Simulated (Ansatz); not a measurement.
Defect: interstitial Na in alpha cristobalite, charge state +1. The step: several atoms move together, Na the farthest; the atom moves 3.11 Å along (-0.05, 0.50, 0.25) of the unit cell; the moving atom starts with neighbours 2 O at 2.42, 2 O at 2.45, 2 O at 2.60; 2 Si at 3.01, Si at 3.10 Å and ends with 2 O at 2.42, 2 O at 2.45, 2 O at 2.60; 2 Si at 3.01, Si at 3.10 Å. A PBE band in Ansatz (plane-wave PAW, the Γ point alone, 96 host sites, 104 SCF runs with any check of the saddle's order, static, no finite-size correction) gives a forward barrier of 0.42 eV. The saddle point's order was not checked. The host's phase is taken as given; its stability against other phases was not computed. The charge state is imposed; whether it is stable for some Fermi level was not computed. Sites that were not tried may lie lower.

Single points at the band's start and saddle point can refine it. Rough cost of one point, in units of the band's mean SCF on the same machine:

| Level | Cost of one point |
|---|---|
| PBE, a 2×2×2 k-point mesh shifted by half a step | about 8 |
| r2SCAN at 500 eV, the Γ point alone | about 3 |

Which of these move the barrier by more than 0.1 eV, and how far does each move it?

Not one does. PBE, a 2×2×2 k-point mesh shifted by half a step: 0.00 eV; r2SCAN at 500 eV, the Γ point alone: -0.03 eV. Each functional is compared with PBE at the same k-points.

Ansatz is an electronic-structure program.
